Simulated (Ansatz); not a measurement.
Take C in the diamond structure (space group Fd-3m, No. 227; a = 3.554 Å) as the base. Axes: x, y, z lie along the cube axes.

Perturbation: tensile biaxial strain of 1.13 % in the plane normal to [110], as in epitaxy on a mismatched substrate; the out-of-plane cell vector and the atoms relax.

Levels (all Ansatz, a first-principles code, PAW): PBEsol (420 eV, scalar-relativistic without spin-orbit coupling); r2SCAN (500 eV, without spin-orbit coupling); HSE06 (420 eV, without spin-orbit coupling).

One geometry, relaxed with PBEsol, under each level:

| level | band gap | lowest conduction level above the VBM at special points | electron mass | pressure |
|---|---|---|---|---|
| PBEsol | 3.89 eV | X 4.38 eV; T 4.49 eV; Γ 5.25 eV; F₂ 5.37 eV | 1.6 mₑ along k, 0.30 mₑ across (off the special points) | -9.00 GPa |
| r2SCAN | 4.22 eV | X 4.79 eV; T 4.90 eV; Γ 5.59 eV; F₂ 5.82 eV | 1.6 mₑ along k, 0.28 mₑ across (off the special points) | -6.71 GPa |
| HSE06 | [?] | [?] | – | – |

Give the withheld HSE06 results.


- HSE06, band gap: 5.16 eV
- HSE06, lowest conduction level above the VBM at special points: X 5.69 eV; T 5.80 eV; Γ 6.68 eV

A biaxial case was relaxed in a doubled cell and then solved in the primitive one. Single points use the geometry relaxed with PBEsol. Their cutoffs differ, which shifts pressures a little. HSE06 gaps are upper bounds (no full band path). Masses are band curvatures over ±0.01 Å⁻¹ around the edge. Along k means along the line from Γ to the band edge. Stability against distortions was not tested. Labels are those of the standard path for the cell's own space group.
